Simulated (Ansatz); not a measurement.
Gap of a one-dimensional C2S body, 6 atoms a period at several levels, all on one geometry.

```
CELL_PARAMETERS angstrom
     15.00000     0.00000     0.00000
      0.00000    11.50000     0.00000
      0.00000     0.00000     3.88834
ATOMIC_POSITIONS crystal
  C  0.45664 0.50000 0.59831
  C  0.54336 0.50000 0.73502
  S  0.37488 0.50000 0.91667
  C  0.54336 0.50000 0.09831
  C  0.45664 0.50000 0.23502
  S  0.62512 0.50000 0.41667
```

Levels: PBE (plane waves to 420 eV, PAW; Ansatz, a quantum-chemistry and plane-wave program); r2SCAN (plane waves to 500 eV, PAW; Ansatz); HSE06 (Ansatz). Unmarked values and the geometry are of the first. Mesh 1×1×80. No spin polarisation. One-dimensional cell, images about 11 Å apart. A hypothetical model. It keeps the symmetry and period of its start, so it need not be a minimum against all distortions. Pairing along the axis, which can open a gap, is among the distortions not tried. HSE06 ran on a 1×1×5 mesh and at PBE's edge points.

```tsv
level	gap (eV)
PBE	1.37
r2SCAN	1.47
HSE06	…
```

**Question.** Fill in the missing entries.

**Answer.** 
- HSE06, gap (eV): 1.89
